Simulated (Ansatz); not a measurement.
Cost and result by functional for the surface energy of the (10-12) surface of hcp Ti in its 1x1 cell, outermost plane spacing 0.57 Å in the ideal cut (one of several cuts of this face), in Ansatz (plane waves, PAW). Single points on the PBE structure, on one kind of machine; costs are rough ratios of the slab run's core time (references not counted) to the cheapest single point. r2SCAN's cost holds its higher cutoff (500 against 420 eV). Differences are taken against r2SCAN for comparison alone: no measured value is at hand, so the table doesn't rank accuracy.

Set-up: 14 atoms, 10.9 Å thick at the start; mesh 13x6x1; 0.1 eV smearing; dipole correction on; all atoms relaxed; start symmetry kept, larger cells not searched; no spin, no spin-orbit, no U. These notes are the PBE run's.

```csv
functional,relative cost,surface energy (J/m²),less r2SCAN (J/m²)
RPBE,1,1.84,-0.33
LDA,1,2.23,0.06
PBEsol,1,2.16,-0.01
r2SCAN,2,2.17,0.00
PBE (the relaxed run's value),–,1.98,-0.19
```

The values span 0.39 J/m², while the single points' costs differ by a factor of roughly 2. Differences are of unrounded values.

Ansatz is a quantum-chemistry and plane-wave program.
